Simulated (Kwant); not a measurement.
Model system: wire with a row of barriers in a ZnO two-dimensional gas. Effective mass 0.3 mₑ, grid spacing 15 nm, hard walls, nominal width 300 nm (19 grid rows, so walls 300 nm apart), one parabolic valley, scattering region 1500 nm long along x; energies count from the band bottom; Fermi energy swept from 1.1142e-05 to 0.00013231 eV. 4 barrier(s) across the wire, height 0.002 eV, thickness 60 nm (about 4 grid columns), spaced by 90 nm.

The device is made up for the run: typed textbook-type constants, with dimensions and the other settings drawn at random.

Model: effective-mass tight-binding model on a square grid, one spin, coherent transport at 0 K (Kwant). Conductance is in e²/h.

Q: How many channels do the leads carry at E = 0.0660, 0.0858, 0.109 meV?

A: The hard-wall thresholds are n² ħ²π²/(2mW²) = n² × 0.0139 meV with W = 300 nm. √(0.0660/0.0139) = 2.18, so 2. √(0.0858/0.0139) = 2.48, so 2. √(0.109/0.0139) = 2.80, so 2.
